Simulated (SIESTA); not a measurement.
Band structure of Al₃Ir (P6_3/mmc, 8 atoms in the cell).

```
CELL_PARAMETERS angstrom
      4.37347     0.00000     0.00000
     -2.18673     3.78753     0.00000
      0.00000     0.00000     7.92811
ATOMIC_POSITIONS crystal
  Al 0.00000 0.00000 0.25000
  Al 0.00000 0.00000 0.75000
  Al 0.33333 0.66667 0.57989
  Al 0.66667 0.33333 0.42011
  Al 0.66667 0.33333 0.07989
  Al 0.33333 0.66667 0.92011
  Ir 0.33333 0.66667 0.25000
  Ir 0.66667 0.33333 0.75000
```

Method: SIESTA with GGA PBEsol, numerical atomic orbitals DZP, PseudoDojo PBEsol standard norm-conserving potentials (rewritten from UPF to PSML).

Settings: XC.functional = GGA; XC.authors = PBEsol; potentials = PseudoDojo PBEsol standard; PAO.BasisSize = DZP; PAO.EnergyShift = 0.005 Ry; MeshCutoff = 300 Ry; kgrid.MonkhorstPack = 7 7 4; OccupationFunction = MP; OccupationMPOrder = 0; ElectronicTemperature = 136 meV; MaxSCFIterations = 150; SCF.Mixer.Method = Pulay; SCF.Mixer.Weight = 0.25; SCF.Mixer.History = 8.

The starting cell comes from a database of computed structures (which also holds hypothetical and non-ambient phases and stackings), without a prior relaxation at this level. Its lattice was rescaled by a random factor within 2.5 % of one. Spin-orbit coupling is off. Spin polarisation is off. Values carry the incompleteness of an atom-centred basis.

Levels in eV from the Fermi level, bands 23 to 28:
| point | 23 | 24 | 25 | 26 | 27 | 28 |
|---|---|---|---|---|---|---|
| Γ | -0.47 | -0.47 | 0.23 | 0.76 | 1.44 | 1.44 |
| M | -3.25 | -3.15 | -1.57 | -1.47 | -0.09 | 0.86 |
| K | -2.83 | -2.37 | -2.23 | -2.23 | -0.27 | 2.92 |
| A | 0.15 | 0.15 | 0.15 | 0.15 | 0.37 | 0.37 |
| L | -2.87 | -2.87 | -2.19 | -2.19 | 0.42 | 0.42 |
| H | -2.61 | -2.61 | -2.16 | -2.16 | 0.63 | 0.63 |

Bands cross the Fermi level along this path, so the cell is metallic at this level.

Higher empty bands are left out: an atom-centred basis made for the valence describes them poorly.
